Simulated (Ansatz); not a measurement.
**What Al → Ho does to Al**

Start from Al in the fcc (Cu type) structure (space group Fm-3m, No. 225; a = 4.014 Å).

One thing is altered: Ho takes the place of Al on all its sites, then cell and atoms are relaxed.

Level of theory: PBEsol (Ansatz, a quantum-chemistry and plane-wave program; PAW; 420 eV plane waves; scalar-relativistic without spin-orbit coupling), earlier PAW set. Settings: 16×16×16 k-points, 0.05 eV Fermi–Dirac smearing, for the changed cell.

| quantity | base | changed | shift |
|---|---|---|---|
| volume per atom | 16.17 Å³ | 31.23 Å³ | +15.06 Å³ |
| density | 2.77 g/cm³ | 8.77 g/cm³ | +6.00 g/cm³ |
| lattice parameter a | 7.585 bohr | 9.447 bohr | +1.8614 bohr |
| shortest interatomic distance | 5.364 bohr | 6.680 bohr | +1.316 bohr |
| magnetic state | not spin-polarised | ferromagnetic | – |
| largest site moment | 0.00 μB | 3.49 μB | +3.49 μB |

Cost of the whole job for the changed cell (relaxation, final SCF and bands): roughly 6 core-minutes.

Other magnetic orders, which the real material may have, were not ruled out. Open 4f shells without U are poorly described, and the f state was not checked. No phonon test of stability was made. For Ho in this form, whether it has been made was not checked. This is not the structure that Ho has at room temperature and ambient pressure.
